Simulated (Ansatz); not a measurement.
# A constructed model of the (111) surface of fcc Ir, p(2x2) surface alloy, Au on one Ir site of the top plane (bottom of the slab: a bare face, its two planes held)

The numbers are results of PBE (plane waves to 420 eV, PAW; Ansatz, a quantum-chemistry and plane-wave program), not measurements.

Model: 24-atom slab, 11.2 Å thick at the start, 8x8x1 mesh, Fermi-Dirac 0.1 eV, dipole correction, 8 atoms held, the rest relaxed; symmetry of the start imposed; no spin, no spin-orbit, no U. It is one candidate, not shown to be the stable structure of the face.

```yaml
work_function_of_the_top_face: 5.47 eV
energy_released_by_relaxation: 0.37 eV
cost: roughly 11 core-minutes
```
